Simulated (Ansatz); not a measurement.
# Defect calculation: As interstitial started as a split pair with As in zinc-blende GaAs

Computed with PBE, PAW (plane waves to 420 eV; Ansatz, a quantum-chemistry and plane-wave program). A supercell of 64 sites (2×2×2 repeats of a cell of 8 atoms) was used; the energies come from a 2×2×2 shifted sampling of its zone. Site at the start: split with As along <110>. Charged cells carry a point-charge image correction with potential alignment at far atoms. Dielectric constants: PBE linear response of the host. Host gap at this level: 0.16 eV. A cell of this size leaves errors of a few tenths of an eV. PBE closes or nearly closes this host's gap, so even the neutral cell can hold carriers in host bands. Spin–orbit coupling is left out. Each state is the lowest found from its start.

Formation energies E_f are given with the Fermi level at the valence-band maximum. Chemical conditions: As-rich (Δμ(As) = 0.00 eV; only phases computed here count, gases as isolated molecules at 0 K); Ga-rich (Δμ(As) = -0.70 eV; only phases computed here count, gases as isolated molecules at 0 K). Reference phases: As: rhombohedral As.

The name describes the start; the neighbours show where the atoms ended.

Charges with a result: +1, 0, −1. Others weren't obtained, and one of them could lie lower, also by skipping a charge.

```tsv
charge	moment (μB)	largest move off a lattice site (Å)	neighbours of the last As atom of the defect at the end (Å)	image correction with alignment (eV)	E_f, As-rich (eV)	E_f, Ga-rich (eV)	above the lowest spin state (eV)
+1†	not spin-polarised	0.30	As 2.37, Ga 2.45, Ga 2.74, Ga 2.74, As 3.10, As 3.21, As 3.21	0.29	–	–	0.00
+1†	0.0	0.30	As 2.37, Ga 2.45, Ga 2.74, Ga 2.74, As 3.10, As 3.21, As 3.21	0.29	–	–	0.00
0†	1.0	0.26	Ga 2.40, As 2.44, Ga 2.67, Ga 2.67, As 3.04, As 3.26, As 3.26	0.00	3.28	3.98	0.00
−1†	not spin-polarised	0.32	Ga 2.37, Ga 2.42, As 2.43, Ga 3.01, As 3.07, As 3.25, As 3.27	-0.10	–	–	0.00
```

† Not settled in this cell, so no level is given: charge +1: carriers not clearly localised; charge 0: a level filled in part, level within 0.1 eV of a band edge or past it; charge −1: carriers not clearly localised, level within 0.1 eV of a band edge or past it.

Starting moments that weren't kept: charge +1 began with 2 μB and ended with 0.0.

Not the lowest form: the same atoms on another site or from another start ended lower, by 0.29 eV at charge +1.

Flagged in the runs: a strain field that reaches the edge of the cell.
